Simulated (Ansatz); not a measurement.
Start from Al₂O₃ in the corundum structure (space group R-3c, No. 167; a = 4.729 Å, c = 12.892 Å (hexagonal axes)). Axes: x lies along a and z along c of the hexagonal cell.

Computed with LDA/PAW in Ansatz (an electronic-structure program), no spin-orbit coupling.

Before the change:

| Property | Value |
|---|---|
| Band gap | 6.43 eV |

One thing is altered: uniaxial strain ε_zz = +1.50 %, all other strain components held at zero; the atoms relax in the strained cell.

Task: What does the calculation give for the stress after the change?

Result: The stress (xx, yy, zz, yz, xz, xy; compression positive) comes out as (-1.79, -1.79, -7.23, 0.00, 0.00, 0.00) GPa.

Task: Estimate the effect on the energy relative to the base.

Result: The energy goes up by 2.9 meV/atom.

Task: Estimate the effect on the band gap.

Result: The band gap falls by 0.18 eV (6.43 eV → 6.25 eV).

No phonon test of stability was made.
